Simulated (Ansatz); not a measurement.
Here is the system:

```yaml
crystal:
  lattice:
    - [0.00000, 3.00188, 3.00188]
    - [3.00188, 0.00000, 3.00188]
    - [3.00188, 3.00188, 0.00000]
  atoms:
    - { symbol: Li, position: [0.25000, 0.25000, 0.25000] }
    - { symbol: Li, position: [0.75000, 0.75000, 0.75000] }
    - { symbol: Li, position: [0.50000, 0.50000, 0.50000] }
    - { symbol: Pt, position: [0.00000, 0.00000, 0.00000] }
```

The numbers are results of PBEsol, DFPT electron-phonon coupling, linearised Boltzmann equation (plane waves, PAW, scalar-relativistic; Ansatz, a first-principles code), not measurements. How the cell was made: relaxed with this functional, without spin-orbit coupling.

Question: Estimate the phonon-limited resistivity at 300 K, by direction if it differs.

Answer: 13.0 μΩ·cm.

Question: How long is the mean free path there?

Answer: 10.0 nm, weighted by the current that each state carries. Wires not much wider than this gain resistivity from their walls.

A metal at this level (no band gap). Only scattering by harmonic phonons is included (no impurities, grain boundaries, electron-electron scattering or thermal expansion). Spin-orbit coupling is left out, which matters with elements this heavy. Halving the electron mesh (24x24x24) moves the resistivity by up to 8 % at 300 K, the mean free path by up to 5 %. Smearing 0.20 eV; phonons on a 4x4x4 q mesh, which this run doesn't test.

Computed structure with no diffraction record at hand here (it may be known, metastable or hypothetical): Li3Pt (Fm-3m).
